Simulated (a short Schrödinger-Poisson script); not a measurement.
Structure: MOS inversion layer, SiO2 on p-type Si(100), at 300 K.

From the gate side: 1.1 nm SiO2; 680 nm Si, acceptors 4e17 cm⁻³.

The device is made up for the run: typed textbook-type constants, with dimensions and the other settings drawn at random. SiO2: permittivity 3.9, conduction-band edge (eV) 3.15, gap (eV) 9, electron mass (mₑ) 0.5. Si: permittivity 11.7, conduction-band edge (eV) 0, gap (eV) 1.124, Nv at 300 K (cm⁻³) 3.1e19.

Channel valleys (confinement mass, in-plane density-of-states mass, number): Δ2 0.916, 0.19, 2; Δ4 0.19, 0.417, 4. At the gate the conduction-band edge of layer 1 lies 3.75 eV − eVg above the Fermi level of the channel; the field vanishes at the back. Gaps are held at their typed values at every temperature. Mesh 0.03 nm at interfaces.

Solved with a short Schrödinger-Poisson script written for these runs: 1D Poisson equation in equilibrium, electrons quantum, Hartree (BenDaniel-Duke, 12 states a valley, the channel's in-plane mass for all, wave functions ending at the dielectric), parabolic valleys, classical holes, full ionisation, no traps, pinning or gate leakage.

| Vg (V) | electrons (cm⁻²) | C (μF/cm²) | Δ2 E0 (meV from the Fermi level) | Δ4 E0 (meV from the Fermi level) |
|---|---|---|---|---|
| 0.6 | 4.15e9 | 0.204 | 191.1 | 246.5 |
| 0.7 | 1.06e11 | 0.603 | 106.3 | 164.2 |
| 0.8 | 7.22e11 | 1.48 | 54.1 | 116.5 |
| 0.9 | 1.76e12 | 1.85 | 27.5 | 95.7 |
| 1 | 2.97e12 | 2.03 | 10.1 | 84.1 |
| 1.1 | 4.26e12 | 2.12 | -3.4 | 76.3 |
| 1.2 | 5.60e12 | 2.19 | -14.8 | 70.4 |
| 1.3 | 6.98e12 | 2.24 | -25.0 | 65.5 |
| 1.4 | 8.39e12 | 2.28 | -34.3 | 61.3 |
| 1.5 | 9.82e12 | 2.30 | -43.1 | 57.6 |
| 1.6 | 1.13e13 | 2.33 | -51.5 | 54.3 |
| 1.7 | 1.27e13 | 2.35 | -59.6 | 51.1 |
| 1.8 | 1.42e13 | 2.37 | -67.4 | 48.2 |
| 1.9 | 1.57e13 | 2.38 | -75.1 | 45.4 |
| 2 | 1.72e13 | 2.40 | -82.7 | 42.7 |
| 2.1 | 1.87e13 | 2.41 | -90.1 | 40.2 |
| 2.2 | 2.02e13 | 2.42 | -97.4 | 37.7 |
| 2.3 | 2.17e13 | 2.43 | -104.6 | 35.4 |

Gate voltages with under 1e9 electrons/cm² are left out.

At Vg = 2.3 V the lowest Δ2 subband lies at -104.6 meV from the Fermi level. How many electrons does it hold, and what share of all?

The two-dimensional density of states is g m/(πħ²) = 1.59e11 cm⁻² meV⁻¹ (both spins), kT = 25.9 meV, so n = D kT ln(1 + exp(−E/kT)) = 1.67e13 cm⁻², 0.77 of the 2.17e13 cm⁻² in all.

Compare the slope of the sheet density between 2.1 and 2.3 V with the geometric capacitance of the layers between gate and channel.

q Δn/ΔV = 2.40 μF/cm²; ε0/Σ(t/ε) = 3.14 μF/cm². The ratio is 0.77: the channel acts as a further capacitance in series.
